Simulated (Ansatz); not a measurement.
The starting structures come from a database of crystals and need not be the phases stable at ambient conditions.

 Where the default PAW files enter, the runs use the earlier of Ansatz's two default sets.

Tunnelling through a barrier is set by its complex band structure: the current falls as exp(−2κd) with the smallest κ.

Data:

```
CELL_PARAMETERS angstrom
      4.76948     0.00000     0.00000
      0.00000     5.79076     0.00000
      0.00000     2.89538     7.30680
ATOMIC_POSITIONS crystal
  Li 0.40547 0.79150 0.11436
  Li 0.40547 0.20850 0.88564
  Li 0.90547 0.09414 0.11436
  Li 0.90547 0.90586 0.88564
  Si 0.90542 0.50812 0.29514
  Si 0.90542 0.49188 0.70486
  Si 0.40542 0.19674 0.29514
  Si 0.40542 0.80326 0.70486
  O  0.50202 0.09733 0.14180
  O  0.50202 0.90267 0.85820
  O  0.00202 0.76087 0.14180
  O  0.00202 0.23913 0.85820
  O  0.46364 0.00000 0.50000
  O  0.96364 0.50000 0.50000
  O  0.06894 0.73209 0.72522
  O  0.06894 0.26791 0.27478
  O  0.56894 0.54269 0.72522
  O  0.56894 0.45731 0.27478
```

Space group of this cell: Ccc2. The cell is taken as given; by PBEsol its mean pressure is 2.2 GPa.

Transport runs along the normal of the first two printed cell vectors.

The gap is the functional's own. No spin-orbit coupling. Mid-gap values are interpolated on the energy grid.

Problem. Compute, with PBEsol in Ansatz (an electronic-structure program), the band gap and the smallest decay constant κ at mid-gap.

Solution. Gap 5.30 eV on a 6×6×6 mesh; κ = 0.463 1/Å, at the zone centre.
